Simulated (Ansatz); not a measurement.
MoSi2 (P6₂22, No. 180, 9 atoms in the cell; start mp-8938; a measured phase of this formula has another space group) was calculated with r²SCAN in Ansatz (plane waves, PAW).

Settings: plane-wave cutoff 560 eV, 18×18×8 k mesh (along the axes of the cell as run), Fermi–Dirac smearing 0.05 eV, no spin polarisation, scalar-relativistic PAW data made under PBE.

Cell (relaxed with PBEsol):

```
CELL_PARAMETERS angstrom
      4.57443     0.00000     0.00000
     -2.28722     3.96158     0.00000
      0.00000     0.00000     6.56643
ATOMIC_POSITIONS crystal
  Si 0.16417 0.83583 0.83333
  Si 0.32833 0.16417 0.16667
  Si 0.16417 0.32833 0.50000
  Si 0.83583 0.16417 0.83333
  Si 0.67167 0.83583 0.16667
  Si 0.83583 0.67167 0.50000
  Mo 0.50000 0.00000 0.50000
  Mo 0.50000 0.50000 0.83333
  Mo 0.00000 0.50000 0.16667
```

Q: Predict the band gap and Γ–Γ gap.

A: 
* **band gap**: 0.15 eV (on the SCF k mesh)
* **Γ–Γ gap**: 3.13 eV

Note: cell and atoms aren't relaxed at this level (largest force component 0.04 eV/Å, pressure 1.3 GPa).

Spin–orbit coupling is not included.

The computed numbers hold no vibrational or temperature effects.

The result took about 100 core-seconds (a rough figure).

A start named mp-… is a Materials Project structure, which need not be a measured phase.

Ansatz is a quantum-chemistry and plane-wave program.
